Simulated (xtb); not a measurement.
xtb 6.7.1, GFN2-xTB: Ba(SH)(nacnac) (CC1=CC(C)=[N](C)->[Ba]([SH])[N]1C), 25 atoms. The geometry is a generated start, not checked to be a minimum at this level.

| Quantity | Result |
|---|---|
| run flags | --grad |
| method | GFN2-xTB |
| --acc | 1 (default) |
| --etemp (K) | 300 (default) |
| basis functions | 70 |
| valence electrons | 60 |

```xyz
25

Ba    -0.0759    -1.2690     1.9982
S      1.1215     0.0334     4.2177
H      0.5361    -0.4978     5.2829
C      1.9187    -0.6664    -2.2074
C      1.0000    -0.5046    -1.0144
C     -0.2826    -0.0290    -1.3101
C     -1.3303     0.4461    -0.5134
C     -2.4535     1.1253    -1.2680
N     -1.3805     0.3705     0.7992
C     -2.4736     1.0371     1.4747
N      1.4438    -0.7747     0.1928
C      2.8364    -1.1334     0.3525
H      1.3762    -0.5429    -3.1396
H      2.7110     0.0816    -2.1734
H      2.3854    -1.6512    -2.2027
H     -0.4508     0.1175    -2.3686
H     -2.3326     1.0111    -2.3408
H     -3.4180     0.7073    -0.9809
H     -2.4685     2.1909    -1.0379
H     -2.2974     0.9879     2.5524
H     -2.5473     2.0907     1.1931
H     -3.4420     0.5613     1.2613
H      3.5070    -0.4504    -0.1754
H      3.0370    -2.1531    -0.0081
H      3.0800    -1.0882     1.4160
```

One run each on 1 thread. Values of broydamp tried: 0.02, 0.05, 0.1, 0.2, 0.4 (default), 0.6, 0.8, 1.

### Question
Predict the course of the SCC iterations along this series.

### Answer
Fewest SCC iterations: 0.2 with 17. The count rises to 34 at 0.02. All converge to one solution.

| broydamp | SCC iterations | end |
|---|---|---|
| 0.02 | 34 | same solution |
| 0.05 | 29 | same solution |
| 0.1 | 19 | same solution |
| 0.2 | 17 | same solution |
| 0.4 (default) | 25 | same solution |
| 0.6 | 34 | same solution |
| 0.8 | 33 | same solution |
| 1 | 32 | same solution |
